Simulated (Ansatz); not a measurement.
The reference is MgO in the wurtzite structure (space group P6_3mc, No. 186; a = 3.303 Å, c = 5.021 Å; a cell from a computed database, its experimental status unchecked).

Modification: an isotropic linear strain of −4.39 %, atoms relaxed at fixed cell.

Levels (all Ansatz, an electronic-structure program, PAW): PBEsol (420 eV, no spin-orbit coupling); r2SCAN (500 eV, no spin-orbit coupling).

The geometry is relaxed with PBEsol.

| Property | Result |
|---|---|
| PBEsol band gap | 4.11 eV |
| PBEsol electron mass | 0.36 mₑ (at Γ) |
| PBEsol pressure | 21.22 GPa |

Task: What does r2SCAN give at this geometry for the band gap, electron mass and pressure?

Result: The band gap increases by 0.85 eV to 4.96 eV; the electron mass changes from 0.36 mₑ (at Γ) to 0.38 mₑ (at Γ); the pressure shrinks by 0.443 GPa, from 21.22 GPa to 20.77 GPa.

Single points use the geometry relaxed with PBEsol. Their cutoffs differ, which shifts pressures a little. Effective masses come from finite differences of ±0.01 Å⁻¹. Whether these cells are dynamically stable was not tested. This is not the structure that MgO has at room temperature and ambient pressure.
